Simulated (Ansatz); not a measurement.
Take WSi₂ (space group I4/mmm, No. 139; a = 3.2289 Å, c = 7.8697 Å; relaxed with 0.1 eV smearing) as the base.

Calculations: PBE in Ansatz (plane waves to 420 eV, PAW, spin-orbit coupling left out).

Strains are applied to the cell and any free atomic positions relax.

One change was made to it. Results:

```csv
quantity,base,after
energy relative to the base (free energy F),0 meV/atom,+8.7 meV/atom
"pressure (mean of the normal stresses, compression positive)",0.0 GPa,7.0 GPa
band gap,zero,zero
```

**Question.** Name the change that was made.
A) isotropic strain −1.00 %
B) isotropic strain +1.50 %
C) isotropic strain +1.00 %
D) isotropic strain −0.50 %

**Answer.** A, isotropic strain −1.00 %. For comparison, the pressure in the other runs: isotropic strain −0.50 % gives 3.4 GPa; isotropic strain +1.50 % gives -8.8 GPa; isotropic strain +1.00 % gives -6.1 GPa.

Whether these cells are dynamically stable was not tested. All final runs are without spin polarisation.

Ansatz is a quantum-chemistry and plane-wave program.
